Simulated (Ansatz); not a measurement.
# Thickness series in hypothetical CdI2 type TeS2

Consider TeS$_{2}$ in the CdI2 type structure (space group P-3m1, No. 164; a = 3.7954 Å, c = 5.9008 Å; a hypothetical phase, not in the database extracts checked; layered, stacked along the Cartesian z axis).

Free-standing slabs (3 atom(s) a layer) normal to the stacking axis with 15 Å of vacuum; in-plane cell relaxed.

Calculations: r2SCAN+rVV10 (Ansatz, an electronic-structure program), without spin-orbit coupling.

Notes on the quantities. electron mass: in plane; excess energy per area of both faces: slab less bulk energy over the cell's area: twice a surface energy.

| variant | smallest direct gap | electron mass | excess energy per area of both faces | gap character | band gap |
|---|---|---|---|---|---|
| base | 0.54 eV | – | – | – | 0.37 eV |
| 1 layer | 1.48 eV | 0.15 mₑ (at Γ) | 0.29 J/m² | indirect, K–Γ (64 % along) → Γ | 0.76 eV |
| 2 layers | 1.01 eV | 0.14 mₑ (at Γ) | 0.31 J/m² | indirect, Γ–M (33 % along) → Γ | 0.67 eV |
| 3 layers | 0.82 eV | 0.14 mₑ (at Γ) | 0.31 J/m² | indirect, K → Γ | 0.57 eV |
| 4 layers | 0.73 eV | 0.13 mₑ (at Γ) | 0.31 J/m² | indirect, K → Γ | 0.51 eV |

Slab and bulk use different k-meshes, which limits the precision of the excess energy. Spin-orbit coupling, missing from the scalar runs, can matter with Te. Masses are band curvatures over ±0.01 Å⁻¹ around the edge. No phonon test of stability was made.
